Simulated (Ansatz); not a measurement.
Start from CdTe in the zinc blende structure (space group F-43m, No. 216; a = 6.558 Å). Axes: x, y, z lie along the cube axes.

The values are results of r2SCAN/PAW in Ansatz (a program for electronic structure), without spin-orbit coupling, not measurements.

Now apply this change: the cell is compressed by 5.68 % along y with no lateral relaxation; the atoms relax in the strained cell.

Problem. Predict the stress tensor and what it implies for the stiffness.

Solution. Stress of the strained cell less that of the base (GPa, compression positive):
```
   2.39    0.00    0.00
   0.00    3.12    0.00
   0.00    0.00    2.39
```

Then −Δσ_ii/ε with ε = -0.0568 gives secant stiffness values (nonlinear terms included at this strain): C22 ≈ 55 GPa, C12 ≈ 42 GPa and C23 ≈ 42 GPa.

As a check, the harmonic strain energy −½ V₀ Δσ:ε is 19 meV/atom; the computed energy rise is 19 meV/atom.

Stability against distortions was not tested.
